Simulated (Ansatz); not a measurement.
Consider Cu in the fcc (Cu type) structure (space group Fm-3m, No. 225; relaxed with 0.1 eV smearing).

```
Cu
1.0
    0.00000     1.78169     1.78169
    1.78169     0.00000     1.78169
    1.78169     1.78169     0.00000
Cu
1
Direct
  0.00000   0.00000   0.00000
```

Cartesian axes are those of the cell as printed.

Computed with Kohn–Sham DFT with the PBEsol functional, run in Ansatz (a quantum-chemistry and plane-wave program) with PAW and 420 eV plane waves, without spin-orbit coupling, earlier PAW set.

Strains are applied to the cell and any free atomic positions relax; under biaxial strain the out-of-plane vector relaxes too.

One change was made to it. Results:

The pressure (mean of the normal stresses, compression positive) goes from zero to 0.2 GPa; the energy increases by 3.1 meV/atom; the shortest interatomic distance decreases by 0.039 Å, from 2.520 Å to 2.481 Å.

Q: Name the change that was made.
A. biaxial strain −3.51 %, plane normal [111], relaxed out of plane
B. isotropic strain +1.36 %
C. uniaxial strain ε_yy = +0.57 %
D. tensor shear ε_yz = −1.53 %

A: D, tensor shear ε_yz = −1.53 %. For comparison, the energy relative to the base in the other runs: biaxial strain −3.51 %, plane normal [111], relaxed out of plane gives +33 meV/atom; isotropic strain +1.36 % gives +9.4 meV/atom; uniaxial strain ε_yy = +0.57 % gives +0.2 meV/atom.

No phonon test of stability was made. The final runs are not spin-polarised.
